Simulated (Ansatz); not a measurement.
Structures of equal composition on the (110) surface of bcc Nb: a layer of Rh in place of the second plane; a layer of Rh in place of the third plane. The slabs share one bottom face, and each structure is named by its start. These are constructed structures in small cells; real faces may alloy, dewet or reconstruct in larger ones, and not all known structures of the face are among them. Slabs of about 12 Å with all that they carry, Fermi-Dirac smearing of 0.1 eV. Bottom of the slabs: a bare face, its two planes held. Relaxed from the named starts with such symmetry as they have, on meshes of like density; energies extrapolated to zero smearing; no spin-orbit coupling, no U. Spin-polarised runs, if any, are marked in brackets, and their order is one that fits the cell; the others ran without spin.

Method: PBE (plane waves to 420 eV, PAW; Ansatz, an electronic-structure program).

Q: Put the candidates in order of energy per 1x1 cell, lowest first, for PBE.

A: a layer of Rh in place of the third plane (0.000 eV), a layer of Rh in place of the second plane (0.314 eV)
